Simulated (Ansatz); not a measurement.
Base system: CrAuO2 (space group R-3m, No. 166; ferromagnetic; a model cell, its experimental status unchecked).

```yaml
crystal:
  lattice:
    - [1.49245, 0.86167, 6.09144]
    - [-1.49245, 0.86167, 6.09144]
    - [0.00000, -1.72334, 6.09144]
  atoms:
    - { symbol: Au, position: [0.00000, 0.00000, 0.00000] }
    - { symbol: Cr, position: [0.50000, 0.50000, 0.50000] }
    - { symbol: O, position: [0.11343, 0.11343, 0.11343] }
    - { symbol: O, position: [0.88657, 0.88657, 0.88657] }
```

Cartesian axes are those of the cell as printed.

The values are results of PBEsol (Ansatz, a first-principles code), without spin-orbit coupling, not measurements.

Base values:

Width of the top valence band: 2.78 eV
Band gap: 0.46 eV
Gap character: indirect, k = (0, 0.385, -0.385) in the run's primitive reciprocal basis → Γ

The change: biaxial strain +4.07 %, plane normal [001], relaxed out of plane (Cartesian); in-plane vectors clamped, the third vector and the atoms free.

Question: What does the calculation give for the out-of-plane strain, width of the top valence band, band gap and gap character after the change?

Answer: The out-of-plane strain amounts to -2.73 %; the width of the top valence band decreases by 0.175 eV, from 2.78 eV to 2.61 eV; the band gap rises by 0.24 eV to 0.70 eV; the gap character becomes indirect, S₂–F (38 % along) → F–Γ (25 % along) (base: indirect, k = (0, 0.385, -0.385) in the run's primitive reciprocal basis → Γ).

With Au present, leaving out spin-orbit coupling can change the band edges. Stability against distortions was not tested. No Hubbard U is applied and the magnetic state is the run's own (CrAuO2 ferromagnetic); small cells can't hold the antiferromagnetic order that many such compounds have, so gaps and moments can be off. A gap here joins edges of opposite spin (a spin-flip gap).
